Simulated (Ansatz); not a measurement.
Ansatz (a quantum-chemistry and plane-wave program) run on Ta (P6_3/mmc, 4 atoms in the cell): self-consistent single point.

Method of the run: LDA (PW92), default PAW files made with PBE (plane waves; Ansatz).

```xyz
4
Lattice="2.9636 0.0000 0.0000 -1.4818 2.5666 0.0000 0.0000 0.0000 9.5354" Properties=species:S:1:pos:R:3 pbc="T T T"
Ta     0.0000     0.0000     0.0000
Ta     0.0000     0.0000     4.7677
Ta     0.0000     1.7110     2.3839
Ta     1.4818     0.8555     7.1516
```

Reference input (self-consistent single point, DFT, LDA (PW92), plane waves, default PAW files made with PBE): basis.ecutwfc = 420 eV; kpoints.mp_grid.grid = 9 9 3; hamiltonian.xc = lda; hamiltonian.pseudopotentials = {kind: paw} (the program's default PAW files); scf.occupations.method = gaussian; scf.occupations.width = 0.1 eV. This run's input differs from it in these lines:

Ansatz 0.2 input:
```diff
@@ -12,3 +12,3 @@
 basis:
-  ecutwfc: 420.0
+  ecutwfc: 380.0
 kpoints:
```

Output (repeated stretches shortened):

```
SCF iter   1: F=—  HF=-38729.205089 eV  |F-HF|=—  |Δ(HF+E_count)|=         —  Δρ=7.73e-3  dr2=7.23e-2  ethr=1.77e-3  ⟨swp⟩=4.2  Hψ=2974  notcnv=0
all-band conjugate gradients solve this SCF's bands
preconditioner: auto → Kerker (q_TF=auto, 2.581 Å⁻¹)
SCF iter   2: F=—  HF=-38729.195993 eV  |F-HF|=—  |Δ(HF+E_count)|=   9.10e-3  Δρ=4.44e-3  dr2=2.02e-2  ethr=1.39e-4  ⟨swp⟩=1.0  Hψ=960  notcnv=0
SCF iter   3: F=—  HF=-38729.192018 eV  |F-HF|=—  |Δ(HF+E_count)|=   3.97e-3  Δρ=6.48e-4  dr2=3.19e-4  ethr=3.89e-5  ⟨swp⟩=2.0  Hψ=886  notcnv=0
SCF iter   4: F=—  HF=-38729.191902 eV  |F-HF|=—  |Δ(HF+E_count)|=   1.15e-4  Δρ=9.17e-5  dr2=3.91e-6  ethr=6.14e-7  ⟨swp⟩=2.0  Hψ=982  notcnv=0
SCF iter   5: F=—  HF=-38729.191895 eV  |F-HF|=—  |Δ(HF+E_count)|=   6.82e-6  Δρ=2.37e-5  dr2=3.27e-7  ethr=7.52e-9  ⟨swp⟩=2.5  Hψ=1048  notcnv=0
SCF iter   6: F=-38729.191895 eV  HF=-38729.191895 eV  |F-HF|=2.59e-9  |Δ(HF+E_count)|=   6.80e-8  Δρ=2.88e-6  dr2=5.69e-9  ethr=1.92e-10  ⟨swp⟩=7.1  Hψ=2862  notcnv=0
SCF 1 converged in 6 iterations: F = -38729.191895 eV  dr2 = 5.69e-9
Free energy (F): -38729.191895 eV
Internal energy: -38729.172604 eV  (E = F + TS)
E sigma→0 (E₀):  -38729.182250 eV
Entropy (-TS):   -0.019291 eV (-4.823 meV/atom)
Fermi energy:    18.606002 eV
--- Forces (eV/Å), atoms counted from 1 ---
  atom   1  Ta     0.00000000    -0.00000000     0.00000000
   [... zero for the other atoms too ...]
--- Stress (GPa, compression-positive) ---
       -6.851057      -0.000000      -0.000000
        0.000000      -6.851057      -0.000000
       -0.000000      -0.000000      -1.378496
  P = ⅓ Tr σ = -5.0269 GPa (-50.269 kbar)
  The stress holds the Pulay correction. Without it, at fixed plane waves, as pw.x and ABINIT print it: P = -5.1452 GPa
```

The run converged in 6 iterations. Against the reference run the free energy rises by 1.3 meV/atom and the pressure stays at -5.03 GPa.

The starting cell was generated: these elements placed on a structure prototype, without a prior relaxation; it need not be a known phase or ordering of this composition. Spin polarisation is off. Ansatz's pressure includes its estimate of the finite-basis (Pulay) stress. The cutoff lies below the one recommended for these files.
